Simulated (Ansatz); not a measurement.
Ir in the fcc (Cu type) structure (space group Fm-3m, No. 225)

```cif
data_Ir
_chemical_formula_sum 'Ir1'
_space_group_name_H-M_alt 'P 1'
_space_group_IT_number 1
_cell_length_a 2.70856
_cell_length_b 2.70856
_cell_length_c 2.70856
_cell_angle_alpha 60.000
_cell_angle_beta 60.000
_cell_angle_gamma 60.000
loop_
_space_group_symop_operation_xyz
  'x, y, z'
loop_
_atom_site_label
_atom_site_type_symbol
_atom_site_fract_x
_atom_site_fract_y
_atom_site_fract_z
_atom_site_occupancy
Ir1 Ir 0.00000 0.00000 0.00000 1
```

The values are results of plane-wave PAW DFT at the PBEsol level (Ansatz, a quantum-chemistry and plane-wave program, 420 eV), without spin-orbit coupling, not measurements. Settings: 21×21×21 k-points, 0.05 eV Fermi–Dirac smearing.

| Item | Value |
|---|---|
| Volume per atom | 14.05 Å³ |
| Density | 22.72 g/cm³ |
| Band gap | zero |
| Total energy | -11799.034 eV/atom (σ→0; compares only within this code and set-up) |

Whether these cells are dynamically stable was not tested. All final runs are without spin polarisation.
